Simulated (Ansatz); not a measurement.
AlO (model structure, started from the beta GaS type, P6₃/mmc, No. 194, 8 atoms in the cell) was calculated with r²SCAN+rVV10 (plane waves, PAW; Ansatz, a first-principles code).

Numerical settings: plane-wave cutoff 560 eV, 12×12×4 k mesh (along the axes of the cell as run), Fermi–Dirac smearing 0.01 eV, scalar-relativistic PAW data made under PBE.

Cell (relaxed at this level):

AlO is taken in the hexagonal space group P6₃/mmc (No. 194), Pearson symbol hP8. Conventional cell: a = 2.9508 Å, b = 2.9508 Å, c = 12.7840 Å, α = 90.00°, β = 90.00°, γ = 120.00°. Al on 4f sees 3 O at 1.818 Å (trigonal pyramidal). O on 4f sees 3 Al at 1.818 Å (trigonal pyramidal). (Neighbours: up to the widest gap in distance over summed covalent radii, below 1.35, at either atom; cation-cation and far metal-metal contacts left out.)

Predict the band gap, smallest direct gap on the k points sampled and direct gap at Γ.


* **band gap**: 1.23 eV (indirect)
* **smallest direct gap on the k points sampled**: 1.51 eV
* **direct gap at Γ**: 3.76 eV

Note: the relaxation could raise the start's symmetry but not lower it, so the cell can be a saddle point.

Static lattice: no zero-point or thermal effects.

The result took very roughly 27 core-seconds.

A model structure was made by putting elements into a prototype or built by hand; it is no filed structure, need not be a known phase, and can be a saddle point held by its symmetry.
